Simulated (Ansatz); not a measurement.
**Ho5Si3 (P6₃/mcm, No. 193; cell taken from a computed entry)**

Calculation: PBEsol (PAW; Ansatz, a quantum-chemistry and plane-wave program).

Settings: plane-wave cutoff 500 eV, 6×6×6 k mesh, Fermi–Dirac smearing 0.05 eV, spin-polarised start, scalar-relativistic PAW data made under PBE.

Cell (relaxed at this level):

```
Ho5Si3
1.0
    8.37816     0.00000     0.00000
   -4.18908     7.25570     0.00000
    0.00000     0.00000     6.40084
Ho Si
10 6
Direct
  0.00000   0.74579   0.75000
  0.00000   0.25421   0.25000
  0.25421   0.00000   0.25000
  0.74579   0.00000   0.75000
  0.25421   0.25421   0.75000
  0.74579   0.74579   0.25000
  0.33333   0.66667   0.50000
  0.66667   0.33333   0.50000
  0.66667   0.33333   0.00000
  0.33333   0.66667   0.00000
  0.39399   0.00000   0.75000
  0.60601   0.00000   0.25000
  0.39399   0.39399   0.25000
  0.60601   0.60601   0.75000
  0.00000   0.39399   0.75000
  0.00000   0.60601   0.25000
```

```
Property  Result
--------  ------
band gap    none
```

Note: the magnetic order was assumed, not searched for or taken from measurement; the relaxation could not lower the start's symmetry, so the cell can be a saddle point above a distorted one; the 4f shell is treated without U or exact exchange, so its levels and filling can be wrong.

Spin–orbit coupling is not included.

Computed values are for the static lattice.

Computing time: about 80 core-minutes (a rough figure).
